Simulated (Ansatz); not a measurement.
HgS, response to strain

Base system: HgS in the zinc blende structure (space group F-43m, No. 216; a = 5.876 Å). Axes: x, y, z lie along the cube axes.

Strains are applied to the cell and any free atomic positions relax.

Method: DFT with PBEsol, PAW potentials and a 420 eV plane-wave cutoff in Ansatz (a first-principles code), no SOC.

Candidates:
(a) tensor shear ε_yz = +0.64 %
(b) isotropic strain −4.15 %
(c) uniaxial strain ε_yy = +1.45 %

Notes on the quantities. energy relative to the base: free energy F.

Question: Order them by energy relative to the base, highest first.

Answer: (b) isotropic strain −4.15 % (+87 meV/atom), (c) uniaxial strain ε_yy = +1.45 % (+1.2 meV/atom), (a) tensor shear ε_yz = +0.64 % (+0.3 meV/atom)

The mesh was chosen for an insulator and is coarse for the gapless case. Whether these cells are dynamically stable was not tested. The final runs are not spin-polarised.
